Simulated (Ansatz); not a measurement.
Levels about the gap of amorphous Ga24O37Sr (62 atoms in a cell of 782 Å³, 5.00 g/cm³; zone centre alone, so wide bands show as single levels with stretches between that a denser mesh fills), at the geometry that PBE relaxed, where it gives 0.1 GPa on a denser mesh. Exact exchange is cut at the faces of this small cell, which leaves a finite-size error. The participation number counts the atoms over which a state spreads; weights are charges in smoothed Voronoi cells. The levels come from a single point, so bond lengths are those of that geometry. Method of the levels: HSE06, scalar-relativistic without spin-orbit coupling (Ansatz, an electronic-structure program). Sampling: the zone centre alone; Fermi-Dirac width 0.02 eV; no spin polarisation. At PBE the levels at the filled edge of the gap are localised (band-tail or defect states).

The cell was made by melting and quenching with the CHGNet potential and then relaxed with DFT. O atoms were pushed apart under 1.9 Å during the dynamics, to hinder bonds among them. The hot cell started wider than the set density and was brought back towards it in steps. It is the lowest in DFT energy of 2 quenches. It is a model cell: composition and starting density were chosen by hand, and all elements were melted together. No dispersion term was used. Its density started from a set value of 5.01 and ended at 5.00 g/cm³. The quench (nominally 280 K/ps over its main leg) was far faster than any real one, so the model tends to hold more defects than a real film. One small periodic cell is one sample of the glass; other quenches scatter about these values. Volume and shape were free in the relaxation.

| E - E(highest filled), eV | filling | participation number | largest on | weight O | weight Ga | weight Sr |
|---|---|---|---|---|---|---|
| -0.27 | filled | 12.1 | O, 3 neighbours | 0.95 | 0.05 | 0.00 |
| -0.20 | filled | 9.8 | O, 3 neighbours | 0.95 | 0.05 | 0.00 |
| -0.19 | filled | 13.3 | O, 3 neighbours | 0.95 | 0.05 | 0.00 |
| -0.17 | filled | 7.8 | O, 3 neighbours | 0.95 | 0.04 | 0.01 |
| -0.15 | filled | 15.3 | O, 3 neighbours | 0.95 | 0.05 | 0.00 |
| -0.09 | filled | 5.3 | O, 3 neighbours | 0.95 | 0.05 | 0.00 |
| 0.00 | filled | 5.5 | O, 3 neighbours | 0.95 | 0.05 | 0.00 |
| 3.42 | empty | 55.9 | Ga, 4 neighbours | 0.52 | 0.47 | 0.01 |
| 5.74 | empty | 11.3 | Ga, 4 neighbours | 0.51 | 0.49 | 0.00 |
| 6.17 | empty | 26.5 | Ga, 5 neighbours | 0.53 | 0.46 | 0.01 |
| 6.47 | empty | 32.6 | Ga, 5 neighbours | 0.54 | 0.45 | 0.01 |
| 6.55 | empty | 41.5 | Ga, 4 neighbours | 0.56 | 0.43 | 0.01 |
| 6.74 | empty | 36.0 | Ga, 4 neighbours | 0.57 | 0.43 | 0.00 |
| 6.75 | empty | 28.4 | Ga, 5 neighbours | 0.51 | 0.49 | 0.01 |

Most localised among these is the filled level at -0.09 eV, on a O atom, which has 3 neighbours (Ga 1.78 Å, Ga 1.85 Å, Sr 2.44 Å).
